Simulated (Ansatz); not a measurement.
Effect of isotropic strain +1.34 % on Ni2Si

Take Ni₂Si (space group Pnma, No. 62; a = 5.020 Å, b = 3.731 Å, c = 7.077 Å; non-magnetic) as the base.

It is then changed as follows: an isotropic linear strain of +1.34 %, atoms relaxed at fixed cell.

Method: PBE, PAW, 420 eV (Ansatz, a program for electronic structure; without spin-orbit coupling). Γ-centred 8×10×6 mesh, Fermi–Dirac width 0.05 eV.

```json
[
 {"quantity": "space group", "base": "Pnma (No. 62)", "changed": "Pnma (No. 62)", "shift": "–"},
 {"quantity": "energy relative to the base (free energy F)", "base": "0 meV/atom", "changed": "+10 meV/atom", "shift": "+10 meV/atom"},
 {"quantity": "pressure (mean of the normal stresses, compression positive)", "base": "0.0 GPa", "changed": "-7.1 GPa", "shift": "-7.1 GPa"},
 {"quantity": "band gap", "base": "zero", "changed": "zero", "shift": "–"},
 {"quantity": "largest internal atomic displacement", "base": "–", "changed": "0.021 Å", "shift": "–"}
]
```

Final structure:

```
CELL_PARAMETERS angstrom
      5.08712     0.00000     0.00000
      0.00000     3.78130     0.00000
      0.00000     0.00000     7.17146
ATOMIC_POSITIONS crystal
  Ni 0.53980 0.25000 0.79880
  Ni 0.03980 0.25000 0.70120
  Ni 0.46020 0.75000 0.20120
  Ni 0.96020 0.75000 0.29880
  Ni 0.16874 0.25000 0.05968
  Ni 0.66874 0.25000 0.44032
  Ni 0.83126 0.75000 0.94032
  Ni 0.33126 0.75000 0.55968
  Si 0.71593 0.25000 0.11602
  Si 0.21593 0.25000 0.38398
  Si 0.28407 0.75000 0.88398
  Si 0.78407 0.75000 0.61602
```

Cost of the whole job for the changed cell (relaxation, final SCF and bands): roughly 8 core-minutes.

No phonon test of stability was made. Starting moments died away, wholly or in part, for the base; another magnetic solution may exist. All final runs are without spin polarisation.
